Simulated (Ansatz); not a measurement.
**PbTe (within 0.1 Å of P6₃/mmc, No. 194, 8 atoms in the cell; start mp-2517816; high-pressure phase)**

These are r²SCAN (plane waves, PAW; Ansatz, an electronic-structure program) values and carry that method's errors.

Settings: plane-wave cutoff 560 eV, 4×8×4 k mesh (along the axes of the cell as run), Fermi–Dirac smearing 0.01 eV, scalar-relativistic PAW data made under PBE.

Cell (relaxed at this level):

```cif
data_Pb4Te4
_chemical_formula_sum 'Te4 Pb4'
_space_group_name_H-M_alt 'P 1'
_space_group_IT_number 1
_cell_length_a 7.92864
_cell_length_b 4.54382
_cell_length_c 7.87080
_cell_angle_alpha 90.000
_cell_angle_beta 90.000
_cell_angle_gamma 90.000
loop_
_space_group_symop_operation_xyz
  'x, y, z'
loop_
_atom_site_label
_atom_site_type_symbol
_atom_site_fract_x
_atom_site_fract_y
_atom_site_fract_z
_atom_site_occupancy
Te1 Te 0.25030 0.75000 0.08333 1
Te2 Te 0.74970 0.25000 0.91667 1
Te3 Te 0.24970 0.25000 0.58333 1
Te4 Te 0.75030 0.75000 0.41667 1
Pb1 Pb 0.00029 0.75000 0.74967 1
Pb2 Pb 0.99971 0.25000 0.25033 1
Pb3 Pb 0.49971 0.25000 0.24967 1
Pb4 Pb 0.50029 0.75000 0.75033 1
```

```yaml
band_gap: 0.42 eV (on the SCF k mesh)
bulk_modulus: 40.7 GPa
```

Note: the bulk modulus is −V dP/dV from two relaxed cells at ±2 % in volume.

Spin–orbit coupling is not included; with these elements it can move the gap by several tenths of an eV or more.

The computed numbers hold no vibrational or temperature effects.

Cost on a shared machine: around 13 core-minutes (rough).

A start named mp-… is a Materials Project structure, which need not be a measured phase.
